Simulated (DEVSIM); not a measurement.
System: W/TiO2/n-InP capacitor, at 250 K.

Layer 1 from the left is TiO2, thickness (nm) 4.30. Layer 2 from the left is InP, thickness (nm) 1800, Nd (cm⁻³) 1.2e17.

Metal gate on the left, work function 4.6 eV. Fixed charge at the semiconductor interface -1.6e10 cm⁻² (in units of +e); no interface traps.

This is a model device: material constants are rounded textbook-type values typed into the input, and sizes, dopings and lifetimes were drawn at random. Values at 300 K; Nc and Nv go as T^1.5, mobilities as T to minus their exponent, the gap by Varshni's rule with the affinity fixed.

TiO2: gap (eV) 3.2, affinity (eV) 3.9, permittivity 60. InP: gap (eV) 1.344, affinity (eV) 4.38, permittivity 12.5, Nc (cm⁻³) 5.7e17, Nv (cm⁻³) 1.1e19, Varshni α (eV/K) 0.000363, Varshni β (K) 162.

### Question
Estimate by hand the flat-band voltage, the threshold voltage, and compare with a numerical solution.

### Answer

- Flat-band voltage: C = 12.4 μF/cm², work-function difference 0.192 V; VFB = φms − qNf/C = 0.19 V; numerical 0.19 V.
- Threshold voltage: φF = 0.620 V, depletion charge √(4εqNφF) = 2.30e-7 C/cm²; VT = VFB − 2φF − Qd/C = -1.07 V; numerical -1.07 V.

Model (solved in DEVSIM): 1D Poisson equation in equilibrium, Boltzmann statistics, complete ionisation; no quantum confinement or tunnelling. Metal contacts follow the ideal Schottky-Mott rule: no Fermi-level pinning, no interface dipoles.
